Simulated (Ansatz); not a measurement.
The starting structures come from a database of crystals and need not be the phases stable at ambient conditions.

The decay constant κ of evanescent states in the gap governs leakage through a thin film.

```xyz
8
Lattice="7.5440 0.0000 0.0000 -3.7720 6.5333 0.0000 0.0000 0.0000 4.3717" Properties=species:S:1:pos:R:3 pbc="T T T"
La     3.7720     2.1778     3.2788
La     0.0000     4.3555     1.0929
Cl    -1.1571     5.9709     3.2788
Cl     4.9291     0.5624     1.0929
Cl     1.7945     1.9834     1.0929
Cl     1.9775     4.5499     3.2788
Cl    -0.8204     2.5458     3.2788
Cl     4.5924     3.9875     1.0929
```

Space group of this cell: P6_3/m. The cell is taken as given.

Transport runs along the normal of the first two printed cell vectors, the (001) plane of the conventional cell.

The gap is the functional's own, uncorrected, and κ follows it; spin-orbit coupling is left out. Mid-gap values are interpolated between the computed energies.

Question: State the band gap and the smallest decay constant κ at mid-gap according to r2SCAN (Ansatz, a first-principles code).

Answer: Gap 4.35 eV on a 6×6×8 mesh; κ = 0.418 1/Å, at the zone centre.
